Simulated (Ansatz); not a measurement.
# Response to strain in InAs

Base system: InAs in the zinc blende structure (space group F-43m, No. 216).

```
CELL_PARAMETERS angstrom
      0.00000     3.04346     3.04346
      3.04346     0.00000     3.04346
      3.04346     3.04346     0.00000
ATOMIC_POSITIONS crystal
  As 0.75000 0.75000 0.75000
  In 0.00000 0.00000 0.00000
```

Cartesian axes are those of the cell as printed.

Strains are applied to the cell and any free atomic positions relax.

Level of theory: PBEsol (Ansatz, a program for electronic structure; PAW; 420 eV plane waves; scalar-relativistic without spin-orbit coupling).

Notes on the quantities. energy relative to the base: free energy F.

```json
[
 {"case": "base", "energy relative to the base": "0 meV/atom", "pressure": "0.0 GPa", "shortest interatomic distance": "4.981 bohr"},
 {"case": "isotropic strain −4.59 %", "energy relative to the base": "+111 meV/atom", "pressure": "?", "shortest interatomic distance": "4.752 bohr"},
 {"case": "isotropic strain +1.71 %", "energy relative to the base": "+12 meV/atom", "pressure": "-2.5 GPa", "shortest interatomic distance": "5.066 bohr"},
 {"case": "uniaxial strain ε_xx = −0.62 %", "energy relative to the base": "+0.3 meV/atom", "pressure": "?", "shortest interatomic distance": "?"}
]
```

Q: Fill in the withheld entries from the trend.

A: 
- isotropic strain −4.59 %, pressure: 10.9 GPa
- uniaxial strain ε_xx = −0.62 %, pressure: 0.4 GPa
- uniaxial strain ε_xx = −0.62 %, shortest interatomic distance: 4.971 bohr

A case with no gap was solved on a k-mesh chosen for an insulator, which is coarse for it. Stability against distortions was not tested. All final runs are without spin polarisation.
